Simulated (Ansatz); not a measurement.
Worked example: self-consistent single point of FeAl (Pm-3m, 2 atoms in the cell) in Ansatz (an electronic-structure program).

Method: PBE (plane waves, PAW; Ansatz).

```
CELL_PARAMETERS angstrom
      2.91058     0.00000     0.00000
      0.00000     2.91058     0.00000
      0.00000     0.00000     2.91058
ATOMIC_POSITIONS crystal
  Al 0.50000 0.50000 0.50000
  Fe 0.00000 0.00000 0.00000
```

Reference input (self-consistent single point, DFT, PBE, plane waves, default PAW files): basis.ecutwfc = 30.9 Ry; kpoints.mp_grid.grid = 11 11 11; hamiltonian.xc = pbe; hamiltonian.pseudopotentials = {kind: paw} (the program's default PAW files); scf.occupations.method = gaussian; scf.occupations.width = 0.0073 Ry. This run's input differs from it in these lines:

Ansatz 0.2 input:
```diff
@@ -9,3 +9,3 @@
 basis:
-  ecutwfc: 30.9 Ry
+  ecutwfc: 27.9 Ry
 kpoints:
```

The program printed (abridged):

```
SCF iter   1: F=—  HF=-5018.560135 eV  |F-HF|=—  |Δ(HF+E_count)|=         —  Δρ=2.85e-3  dr2=1.10e-3  ethr=1.77e-3  ⟨swp⟩=4.1  Hψ=3603  notcnv=0
all-band conjugate gradients solve this SCF's bands
preconditioner: auto → none
SCF iter   2: F=—  HF=-5018.559962 eV  |F-HF|=—  |Δ(HF+E_count)|=   1.74e-4  Δρ=9.53e-4  dr2=6.19e-5  ethr=5.81e-6  ⟨swp⟩=2.4  Hψ=1516  notcnv=0
   [... lines left out ...]
SCF iter   4: F=-5018.560027 eV  HF=-5018.560027 eV  |F-HF|=1.07e-8  |Δ(HF+E_count)|=   1.08e-6  Δρ=8.95e-6  dr2=6.41e-9  ethr=3.47e-8  ⟨swp⟩=1.9  Hψ=944  notcnv=0
iter 5 did not close the SCF: its close was put off for the readings that it lacked (scf_convergence_deferred on its scf_iter line)
SCF iter   5: F=-5018.560027 eV  HF=-5018.560027 eV  |F-HF|=9.08e-10  |Δ(HF+E_count)|=   1.90e-9  Δρ=3.43e-6  dr2=1.65e-9  ethr=3.37e-11  ⟨swp⟩=2.0  Hψ=1321  notcnv=0
SCF iter   6: F=-5018.560027 eV  HF=-5018.560027 eV  |F-HF|=3.00e-11  |Δ(HF+E_count)|=  1.72e-10  Δρ=5.67e-7  dr2=4.56e-11  ethr=8.69e-12  ⟨swp⟩=1.6  Hψ=2128  notcnv=0
SCF 1 converged in 6 iterations: F = -5018.560027 eV  dr2 = 4.56e-11
Free energy (F): -5018.560027 eV
Internal energy: -5018.543847 eV  (E = F + TS)
E sigma→0 (E₀):  -5018.551937 eV
Entropy (-TS):   -0.016179 eV (-8.090 meV/atom)
Fermi energy:    13.336603 eV
--- Forces (eV/Å), atoms counted from 1 ---
  atom   1  Al     0.00000000    -0.00000000    -0.00000000
  atom   2  Fe     0.00000000     0.00000000     0.00000000
--- Stress (GPa, compression-positive) ---
       -7.046587       0.000000      -0.000000
        0.000000      -7.046587       0.000000
        0.000000       0.000000      -7.046587
  P = ⅓ Tr σ = -7.0466 GPa (-70.466 kbar)
  The stress holds the Pulay correction. Without it, at fixed plane waves, as pw.x and ABINIT print it: P = -7.6930 GPa
```

The run converged in 6 iterations. Against the reference run the free energy goes up by 2.9 meV/atom and the pressure moves little (-7.06 to -7.05 GPa). The full log also holds: “iter 4 did not close the SCF: its close was put off for the readings that it lacked (scf_convergence_deferred on its scf_iter line)”.

The starting cell has typed, rounded lattice constants, without a prior relaxation at this level. Its lattice was rescaled by a random factor within 2.5 % of one. Spin polarisation is off. Ansatz's pressure includes its estimate of the finite-basis (Pulay) stress. Without the estimate this run gives -7.69 GPa. The cutoff lies below the one recommended for these files.
